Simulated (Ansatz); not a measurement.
AgI in the wurtzite structure (space group P6_3mc, No. 186)

```
CELL_PARAMETERS angstrom
      4.56021     0.00000     0.00000
     -2.28011     3.94926     0.00000
      0.00000     0.00000     7.45046
ATOMIC_POSITIONS crystal
  Ag 0.66667 0.33333 0.00017
  Ag 0.33333 0.66667 0.50017
  I  0.66667 0.33333 0.62503
  I  0.33333 0.66667 0.12503
```

All numbers come from PBEsol (Ansatz, an electronic-structure program; PAW; 420 eV plane waves; without spin-orbit coupling). Settings: 8×8×5 k-points, 0.05 eV Fermi–Dirac smearing.

| Quantity | Value |
|---|---|
| Volume per atom | 33.54 Å³ |
| Density | 5.81 g/cm³ |
| Band gap | 1.23 eV, direct at Γ |
| Electron mass | 0.15 mₑ along c, 0.16 mₑ across |
| Lowest conduction-band minima above the VBM | Γ 1.23 eV |
| Total energy | -7477.460 eV/atom (σ→0; compares only within this code and set-up) |

Spin-orbit coupling, missing from the scalar runs, can matter with I. Effective masses come from finite differences of ±0.01 Å⁻¹. No phonon test of stability was made.
